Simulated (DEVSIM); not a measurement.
**Si p-i-n diode**

Device: Si p-i-n diode, at 400 K.

```
layer (left to right)  material  thickness (μm)  Nd (cm⁻³)  Na (cm⁻³)  τn (s)  τp (s)
---------------------  --------  --------------  ---------  ---------  ------  ------
1                            Si           0.510          -     2.3e18    1e-5    1e-5
2                            Si            2.50     1.5e13          -    1e-5    1e-5
3                            Si           0.590     5.3e18          -    1e-5    1e-5
```

Left contact: ohmic. Right contact: ohmic. Voltage is applied to the left contact. Recombination: SRH at mid-gap, Auger. Gap narrowing is on: ΔEg = 6.92 meV × (l + √(l² + 0.5)), l = ln(N/1.3e17 cm⁻³), shared equally by both band edges. Mobility is constant in doping.

This is a model device: material constants are rounded textbook-type values typed into the input, and sizes, dopings and lifetimes were drawn at random. Values at 300 K; Nc and Nv go as T^1.5, mobilities as T to minus their exponent, the gap by Varshni's rule with the affinity fixed.

```tsv
parameter	Si
gap (eV)	1.124
affinity (eV)	4.05
permittivity	11.7
Nc (cm⁻³)	2.86e19
Nv (cm⁻³)	3.1e19
μn (cm²/Vs)	1417
μp (cm²/Vs)	470
T exponent of μn	2.3
T exponent of μp	2.2
Cn (cm⁶/s)	2.8e-31
Cp (cm⁶/s)	9.9e-32
Varshni α (eV/K)	0.000473
Varshni β (K)	636
```

DEVSIM, 1D drift-diffusion, Boltzmann statistics, complete ionisation; no tunnelling, impact ionisation, image-force lowering or self-heating.

| Quantity | Result |
|---|---|
| Potential step across the device at zero bias | 0.873 V |
| Dark forward voltage at 1 A/cm² | 0.427 V |
| Dark forward voltage at 100 A/cm² | 0.592 V |

Dark reverse current:

```json
[
 {"V (V)": "-0.20", "J (A/cm²)": "-8.7e-6"},
 {"V (V)": "-0.50", "J (A/cm²)": "-1.1e-5"},
 {"V (V)": "-1.00", "J (A/cm²)": "-1.2e-5"},
 {"V (V)": "-1.50", "J (A/cm²)": "-1.3e-5"},
 {"V (V)": "-2.00", "J (A/cm²)": "-1.3e-5"},
 {"V (V)": "-3.00", "J (A/cm²)": "-1.4e-5"},
 {"V (V)": "-4.00", "J (A/cm²)": "-1.4e-5"},
 {"V (V)": "-5.00", "J (A/cm²)": "-1.4e-5"},
 {"V (V)": "-6.50", "J (A/cm²)": "-1.5e-5"},
 {"V (V)": "-8.00", "J (A/cm²)": "-1.5e-5"},
 {"V (V)": "-10.00", "J (A/cm²)": "-1.5e-5"}
]
```

Small-signal capacitance in reverse bias (quasi-static):

```json
[
 {"V (V)": "-0.2", "C (nF/cm²)": "5.32"},
 {"V (V)": "-0.5", "C (nF/cm²)": "4.80"},
 {"V (V)": "-1", "C (nF/cm²)": "4.52"},
 {"V (V)": "-1.5", "C (nF/cm²)": "4.41"},
 {"V (V)": "-2", "C (nF/cm²)": "4.35"},
 {"V (V)": "-3", "C (nF/cm²)": "4.28"},
 {"V (V)": "-4", "C (nF/cm²)": "4.24"},
 {"V (V)": "-5", "C (nF/cm²)": "4.22"},
 {"V (V)": "-6.5", "C (nF/cm²)": "4.20"},
 {"V (V)": "-8", "C (nF/cm²)": "4.18"},
 {"V (V)": "-10", "C (nF/cm²)": "4.17"}
]
```
